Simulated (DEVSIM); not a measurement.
Device: Al/SiON/p-Si capacitor, at 300 K.

| layer (left to right) | material | thickness (nm) | Na (cm⁻³) |
|---|---|---|---|
| 1 | SiON | 21.0 | - |
| 2 | Si | 2200 | 7.1e16 |

Metal gate on the left, work function 4.1 eV. Fixed charge at the semiconductor interface 0 cm⁻² (in units of +e); interface traps 5.6e11 cm⁻² eV⁻¹, uniform in energy, neutral level at 0.5 of the gap above the valence band.

Constants are typed, rounded textbook-type inputs, not results; the design itself was drawn at random and stands for no fabricated device. Values at 300 K.

```tsv
parameter	SiON	Si
gap (eV)	7	1.124
affinity (eV)	1.4	4.05
permittivity	5.5	11.7
Nc (cm⁻³)	-	2.86e19
Nv (cm⁻³)	-	3.1e19
```

Simulated with DEVSIM: 1D Poisson equation in equilibrium, Boltzmann statistics, complete ionisation; no quantum confinement or tunnelling. Metal contacts follow the ideal Schottky-Mott rule: no Fermi-level pinning, no interface dipoles.

Question: Give the band bending (positive: bands bend down) and minority sheet density.

Answer: 
```json
[
 {"Vg (V)": "-3.4", "ψs (V)": "-0.155", "minority carriers (cm⁻²)": "< 1e8"},
 {"Vg (V)": "-2.8", "ψs (V)": "-0.139", "minority carriers (cm⁻²)": "< 1e8"},
 {"Vg (V)": "-2.2", "ψs (V)": "-0.116", "minority carriers (cm⁻²)": "< 1e8"},
 {"Vg (V)": "-1.6", "ψs (V)": "-0.077", "minority carriers (cm⁻²)": "< 1e8"},
 {"Vg (V)": "-1", "ψs (V)": "0.018", "minority carriers (cm⁻²)": "< 1e8"},
 {"Vg (V)": "-0.4", "ψs (V)": "0.256", "minority carriers (cm⁻²)": "< 1e8"},
 {"Vg (V)": "0.2", "ψs (V)": "0.567", "minority carriers (cm⁻²)": "< 1e8"},
 {"Vg (V)": "0.8", "ψs (V)": "0.865", "minority carriers (cm⁻²)": "1.0e11"},
 {"Vg (V)": "1.4", "ψs (V)": "0.928", "minority carriers (cm⁻²)": "8.2e11"},
 {"Vg (V)": "2", "ψs (V)": "0.953", "minority carriers (cm⁻²)": "1.6e12"}
]
```
